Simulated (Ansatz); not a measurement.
The parent structure is MoS$_{2}$ (space group P6_3/mmc, No. 194; a = 3.149 Å, c = 12.091 Å; layered, stacked along the Cartesian z axis).

All numbers come from PBE-D3(BJ) in Ansatz (plane waves to 420 eV, PAW, spin-orbit coupling left out), earlier PAW set.

Carriers are added at fixed cell with a uniform background; the Fermi–Dirac width is that of 300 K.

One change was made to it. Results:

The gap between the host's bands increases by 0.06 eV (0.77 eV → 0.83 eV); the Fermi level relative to the doped band's edge (positive inside the band; to 0.05 eV) comes out as +1.00 eV; the gap character is still indirect, Γ → k = (0.176, 0.176, 0) in the run's primitive reciprocal basis.

Q: What was done to the base?
(A) holes 7.0×10^21 cm⁻³
(B) electrons 1.0×10^22 cm⁻³
(C) electrons 7.0×10^21 cm⁻³
(D) electrons 5.0×10^21 cm⁻³

A: A, holes 7.0×10^21 cm⁻³. For comparison, the Fermi level from band edge in the other runs: electrons 1.0×10^22 cm⁻³ gives +0.70 eV; electrons 5.0×10^21 cm⁻³ gives +0.45 eV; electrons 7.0×10^21 cm⁻³ gives +0.55 eV.

Charged cell with a jellium background: band edges are those of the host's band count, energies are not comparable with the neutral cell, and many-body gap narrowing is missing. Stability against distortions was not tested.

Ansatz is a first-principles code.
